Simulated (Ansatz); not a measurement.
CsCl-type FeAl was calculated with PBEsol-D3(BJ) (Ansatz, a first-principles code, plane waves, PAW).

Settings: plane-wave cutoff 520 eV, 18×18×18 k mesh, Fermi–Dirac smearing 0.05 eV, no spin polarisation, scalar-relativistic PAW data made under PBE.

Results at a series of volumes:

```json
[
 {"V (Å³/atom)": "10.471", "E − E_lowest (meV/atom)": "28.61", "P (GPa)": "14.48"},
 {"V (Å³/atom)": "10.694", "E − E_lowest (meV/atom)": "12.25", "P (GPa)": "9.14"},
 {"V (Å³/atom)": "10.917", "E − E_lowest (meV/atom)": "2.95", "P (GPa)": "4.33"},
 {"V (Å³/atom)": "11.140", "E − E_lowest (meV/atom)": "0.00", "P (GPa)": "-0.01"},
 {"V (Å³/atom)": "11.362", "E − E_lowest (meV/atom)": "2.78", "P (GPa)": "-3.93"},
 {"V (Å³/atom)": "11.585", "E − E_lowest (meV/atom)": "10.74", "P (GPa)": "-7.45"},
 {"V (Å³/atom)": "11.808", "E − E_lowest (meV/atom)": "23.35", "P (GPa)": "-10.63"}
]
```

### Question
Estimate the bulk modulus from the pressures at 10.917 and 11.362 Å³/atom, and compare it with a fit to all energies.

### Answer
B = −V dP/dV. Between V = 10.917 and 11.362 Å³/atom, dP/dV = (-3.93 − (4.33))/(11.362 − 10.917) = -18.6 GPa per Å³/atom; at the midpoint 11.139 Å³/atom this gives B ≈ 207 GPa. The third-order Birch–Murnaghan fit gives V0 = 11.139 Å³/atom, B0 = 206 GPa, B′ = 4.2, which lies within 1 % of that estimate.

Measured, for comparison: bulk modulus 152 GPa (room temperature, not corrected to a static lattice; as tabulated in Yamada et al. (2019), arXiv:1910.09660); equilibrium volume per atom 12.32 Å³/atom (room temperature, not corrected to a static lattice; as tabulated in Liu et al. (2023), doi:10.1107/s2414314623010659). Computed (rounded) less measured: bulk modulus +36 %, equilibrium volume per atom -9.6 %.

Static lattice: no zero-point or thermal effects.

It cost roughly 40 core-seconds of CPU time.
